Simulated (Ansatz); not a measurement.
```yaml
crystal:
  lattice:
    - [4.04307, 0.00000, 0.00000]
    - [-2.02153, 3.50140, 0.00000]
    - [0.00000, 0.00000, 6.93559]
  atoms:
    - { symbol: Sc, position: [0.00000, 0.00000, 0.00000] }
    - { symbol: Sc, position: [0.00000, 0.00000, 0.50000] }
    - { symbol: Te, position: [0.33333, 0.66667, 0.25000] }
    - { symbol: Te, position: [0.66667, 0.33333, 0.75000] }
```

ScTe (P6_3/mmc), PBEsol, DFPT electron-phonon coupling, linearised Boltzmann equation (plane waves, PAW, scalar-relativistic; Ansatz, an electronic-structure program): the phonon-limited resistivity at 300 K is 54.8 μΩ·cm (x, the basal plane), 54.8 μΩ·cm (y, the basal plane), 34.8 μΩ·cm (z, c). Third figures are kept for the arithmetic.

Problem. How anisotropic is it, and between which bounds lies a dense polycrystal with random grains and no boundary scattering?

Solution. Largest over smallest: 1.57. Upper bound, grains in series: (54.8 + 54.8 + 34.8)/3 = 48 μΩ·cm. Lower bound, grains side by side: 3/Σ(1/ρ) = 46 μΩ·cm. The best single-crystal direction lies 24 % under the lower bound.

Problem. The current-weighted mean free path is 4.28 nm along x and 3.89 nm along z. How does ρ₀ℓ differ between these directions?

Solution. x: 54.8 × 4.28 = 23×10⁻¹⁶ Ω·m²; z: 34.8 × 3.89 = 13.5×10⁻¹⁶ Ω·m², a ratio of 1.73. The size effect in a wire also hangs on the velocities towards its walls, so the isotropic formulas don't carry over to this crystal.

A metal at this level (no band gap). Only scattering by harmonic phonons is included (no impurities, grain boundaries, electron-electron scattering or thermal expansion). Spin-orbit coupling is left out. Halving the electron mesh (24x24x12) moves the resistivity by up to 6 % at 300 K, the mean free path by up to 3 %. Smearing 0.20 eV; phonons on a 4x4x2 q mesh, which this run doesn't test.

Formula and space group known from diffraction (Crystallography Open Database), not checked to be the room-temperature form: ScTe (P6_3/mmc).
